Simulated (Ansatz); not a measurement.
The parent structure is MgS in the rock salt structure (space group Fm-3m, No. 225; a = 5.1551 Å).

Calculations: plane-wave PAW DFT at the PBE-D3(BJ) level (Ansatz, a program for electronic structure, 420 eV), scalar-relativistic without spin-orbit coupling.

For the base:

The gap between the host's bands is 2.85 eV and the gap character comes out as indirect, Γ → X.

It is then changed as follows: hole doping at 1.0×10^22 cm⁻³ (0.343 per cell), with a uniform compensating background at fixed cell and a 300 K Fermi–Dirac width.

### Question
How does this affect the Fermi level from band edge?

### Answer
The Fermi level relative to the doped band's edge (positive inside the band; to 0.05 eV) amounts to +0.45 eV.

### Question
Estimate the effect on the gap between the host's bands.

### Answer
The gap between the host's bands increases by 0.355 eV (2.85 eV → 3.20 eV).

### Question
Estimate the effect on the gap character.

### Answer
The gap character stays indirect, Γ → X.

Carriers are added with a uniform compensating background; total energy and stress of such cells depend on the potential's zero and are not compared; many-body gap narrowing is missing at this level. Stability against distortions was not tested. The base started in Pnma and relaxed to Fm-3m at this level.
